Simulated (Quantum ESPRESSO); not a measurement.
Input and output of a relaxation of the atoms for B₄C (P1, 15 atoms in the cell) (Quantum ESPRESSO).

Method of the run: LDA (PZ), GBRV 1.5 ultrasoft (LDA) pseudopotentials (plane waves; Quantum ESPRESSO 7.5).

Input:

```fortran
&CONTROL
 calculation = 'relax'
 prefix = 'run'
 outdir = './tmp/'
 pseudo_dir = './'
/
&SYSTEM
 ibrav = 0
 nat = 15
 ntyp = 2
 ecutwfc = 40
 ecutrho = 200
 occupations = 'fixed'
 nbnd = 32
/
&ELECTRONS
 conv_thr = 1.0d-8
 mixing_beta = 0.7
/
&IONS
 ion_dynamics = 'bfgs'
/
ATOMIC_SPECIES
B     10.8100  b_lda_v1.4.uspp.F.UPF
C     12.0110  c_lda_v1.2.uspp.F.UPF
ATOMIC_POSITIONS {angstrom}
B    -1.3885531783   -0.8444624791    7.7768840672
B     1.3734215704    0.8674502048    4.3679591094
B     1.3719653081   -0.8470628592    7.7703863986
B    -1.3359418284    0.8369319243    4.2669996706
B    -0.0457131169    1.6026453590    7.7322176276
B    -0.0040110591   -1.6356414395    4.4226256784
B    -0.8517951623   -0.5527793665   10.6560316369
B     0.9435199721    0.5635604343    1.4028683984
B     0.9334303557   -0.5237442272   10.7237660079
B    -0.9631724717    0.5515342837    1.3999818876
B    -0.0435188647    1.0461490172   10.6329314990
B     0.0154189169   -1.0873170153    1.3952193461
C    -0.0008562935   -0.0289349252    7.3442053593
C     0.0328602638    0.0537245502    4.6860147556
C    -0.0370544120   -0.0020577088    6.0027991091
K_POINTS {automatic}
5 5 5  0 0 0
CELL_PARAMETERS {angstrom}
   2.8167550000     1.6262540000     4.0258170000
  -2.8167550000     1.6262540000     4.0258170000
   0.0000000000    -3.2525090000     4.0258170000
```

Log, with long lists cut:

```
     Self-consistent Calculation

     iteration #  1     ecut=    40.00 Ry     beta= 0.70

     total energy              =    -110.79864939 Ry
     estimated scf accuracy    <       1.39613024 Ry

     iteration #  2     ecut=    40.00 Ry     beta= 0.70

     total energy              =    -110.83270498 Ry
     estimated scf accuracy    <       1.00833960 Ry

     iteration #  3     ecut=    40.00 Ry     beta= 0.70

     total energy              =    -111.12324327 Ry
     estimated scf accuracy    <       0.21558998 Ry

   [... 6 blocks of this kind left out ...]

     iteration # 10     ecut=    40.00 Ry     beta= 0.70

     total energy              =    -111.15567218 Ry
     estimated scf accuracy    <       0.00000001 Ry

     iteration # 11     ecut=    40.00 Ry     beta= 0.70
     End of self-consistent calculation

     highest occupied, lowest unoccupied level (ev):     7.7228    9.2827

!    total energy              =    -111.15567218 Ry
     estimated scf accuracy    <          1.4E-09 Ry

     convergence has been achieved in  11 iterations

     Forces acting on atoms (cartesian axes, Ry/au):

     atom    1 type  1   force =    -0.01610775    0.05849772   -0.03323967
     atom    2 type  1   force =     0.04776474   -0.05131780   -0.01090364
     atom    3 type  1   force =     0.02368096    0.05112570   -0.04003298
     atom    4 type  1   force =    -0.05568432   -0.04148658    0.06187400
     atom    5 type  1   force =     0.03824821    0.00978881    0.00735051
     atom    6 type  1   force =    -0.00315081    0.01652204   -0.04819837
   [... lines left out ...]
     Total force =     0.260258     Total SCF correction =     0.000061
     highest occupied, lowest unoccupied level (ev):     7.8112    9.3642
!    total energy              =    -111.21197935 Ry
     Total force =     0.001808     Total SCF correction =     0.000015
     bfgs converged in   9 scf cycles and   8 bfgs steps
     Final energy             =    -111.2119793549 Ry
   [... lines left out ...]
B               -0.0000204258        1.0520836502       10.7066186496
B                0.0002233757       -1.0517362528        1.3724999051
C               -0.0001679205       -0.0000491186        7.3633707131
C                0.0001538764        0.0000793909        4.7115630712
C               -0.0002595257        0.0003786516        6.0374209643
End final coordinates

   JOB DONE.
```

The run converged.  The full log also holds: “c_bands:  1 eigenvalues not converged”. The full log also holds: “c_bands:  2 eigenvalues not converged”.

Summary of the result:
```
Quantity                                                  Value
------------------------------------------------  -------------
Free energy E − TS                                -1513.1161 eV
Top of the valence band (on the code's own zero)        7.81 eV
Gap on the k-point mesh                                 1.55 eV
Largest force (vector length)                        0.019 eV/Å
Relaxation steps                                              8
```

The starting cell comes from a database of computed structures (which also holds hypothetical and non-ambient phases and stackings), without a prior relaxation at this level. For this run, on top of that: atoms moved at random.

Cost on one core of a shared machine: roughly 10 min.
